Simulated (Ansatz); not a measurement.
We consider stishovite (SiO2), described by RPBE (Ansatz, a quantum-chemistry and plane-wave program, plane waves, PAW).

Run with plane-wave cutoff 520 eV, 8×8×12 k mesh (along the axes of the cell as run), Fermi–Dirac smearing 0.01 eV, scalar-relativistic PAW data made under PBE.

The cell has the measured lattice parameters. Conventional cell: a = 4.1790 Å, b = 4.1790 Å, c = 2.6649 Å, α = 90.00°, β = 90.00°, γ = 90.00°.

```
O2Si
1.0
    4.17900     0.00000     0.00000
    0.00000     4.17900     0.00000
    0.00000     0.00000     2.66490
Si O
2 4
Direct
  0.00000   0.00000   0.00000
  0.50000   0.50000   0.50000
  0.30566   0.30566   0.00000
  0.80566   0.19434   0.50000
  0.19434   0.80566   0.50000
  0.69434   0.69434   0.00000
```

Q: List the 20 lowest band energies at Γ above −25 eV (eV, relative to the valence band maximum), grouping those that round alike.

A: At Γ: -22.62, -19.03 (×2), -18.77, -10.89, -6.42 (×2), -6.20, -5.35, -5.07, -3.11 (×2), -2.48, -0.88 (×2), 0.00, 5.69, 6.88, 8.64 (×2).

Note: cell and atoms aren't relaxed at this level (largest force component 0.05 eV/Å, pressure 16.7 GPa).
